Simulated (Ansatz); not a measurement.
WTe2 (P6₃/mmc, No. 194, 6 atoms in the cell; start mp-1019322; a measured phase of this formula has another space group)

Level of theory: HSE06 (Ansatz, an electronic-structure program, plane waves, PAW).

Run with plane-wave cutoff 500 eV, 12×12×2 k mesh (along the axes of the cell as run), gaussian smearing 0.02 eV, no spin polarisation, scalar-relativistic PAW data made under PBE.

Cell (relaxed with PBEsol):

```
WTe2
1.0
    3.49676     0.00000     0.00000
   -1.74838     3.02828     0.00000
    0.00000     0.00000    14.06841
Te W
4 2
Direct
  0.33333   0.66667   0.87887
  0.66667   0.33333   0.12113
  0.66667   0.33333   0.37887
  0.33333   0.66667   0.62113
  0.33333   0.66667   0.25000
  0.66667   0.33333   0.75000
```

| Quantity | Result |
|---|---|
| band gap | 1.23 eV (on the SCF k mesh) |

Note: cell and atoms aren't relaxed at this level (pressure 0.7 GPa); the cell has widely spaced layers and the level no dispersion term, so their spacing and the moduli can rest on weak binding.

Spin–orbit coupling is not included; with these elements it can move the gap by several tenths of an eV or more.

The computed numbers hold no vibrational or temperature effects.

A start named mp-… is a Materials Project structure, which need not be a measured phase.
